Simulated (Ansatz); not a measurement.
Worked calculations on one periodic cell of amorphous Zr20O41Cu2: Zr20O41Cu2, 63 atoms, volume 807.4 Å³, made by a melt-quench on the CHGNet potential and relaxed with DFT. O atoms were pushed apart under 1.9 Å during the dynamics, to hinder bonds among them. It is a model cell: composition and starting density were chosen by hand, and all elements were melted together. Cycles of charging were run to anneal it. Level of theory: PBE, scalar-relativistic without spin-orbit coupling (plane waves to 420 eV, PAW; Ansatz, a first-principles code). Sampling: a 2×2×2 Γ-centred mesh; Fermi-Dirac width 0.02 eV; no spin polarisation. Its volume was held where the quench left it, its shape was free, and it stands at a mean pressure of -0.9 GPa with stress components up to 1.0 GPa; the relaxation ran on the zone centre alone. Its density went from a set 5.36 to 5.36 g/cm³. The cell is small and was quenched far faster than a real film, so it is one sample of the glass.

Four energies for an added electron at PBE on the zone centre alone (charged cells in a uniform background, spin-polarised): neutral at the neutral geometry -120286.956 eV; charged at the neutral geometry -120274.246 eV; charged and relaxed -120274.367 eV; neutral at the charged geometry -120286.777 eV.

Question: Find the two relaxation energies and their sum, the reorganisation energy.

Answer: On charging: -120274.246 − (-120274.367) = 0.121 eV. On discharging: -120286.777 − (-120286.956) = 0.179 eV. The sum is 0.300 eV. The carrier's level spreads over 16 of the 63 atoms' worth, more than a fifth of the atoms or a third of the atoms of its main element (six at least), and the sum is small, so it counts as a band carrier, whose relaxation energy shrinks as the cell grows. PBE's self-interaction favours spread-out carriers, so a hybrid can localise more.

Four energies for a hole at PBE on the zone centre alone (charged cells in a uniform background, spin-polarised): neutral at the neutral geometry -120286.956 eV; charged at the neutral geometry -120296.988 eV; charged and relaxed -120297.360 eV; neutral at the charged geometry -120286.642 eV.

Question: Find the two relaxation energies and their sum, the reorganisation energy.

Answer: On charging: -120296.988 − (-120297.360) = 0.372 eV. On discharging: -120286.642 − (-120286.956) = 0.314 eV. The sum is 0.686 eV. The carrier's level spreads over 5 of the 63 atoms' worth, so it counts as localised, most on one Cu atom with neighbours O 1.87 Å, O 1.88 Å, O 2.21 Å, Zr 2.85 Å (neutral geometry). The values are uncorrected: the image energy of a point charge in this cell, 2.84 × 14.40 / (2 × 9.3) = 2.2 eV before screening, is screened by electrons alone at the fixed geometry and by ions too after relaxing, and the carrier can be spread before it relaxes, so each term can be off by up to that value times 1/ε∞, some tenths of an eV. PBE's self-interaction favours spread-out carriers, so a hybrid can localise more.
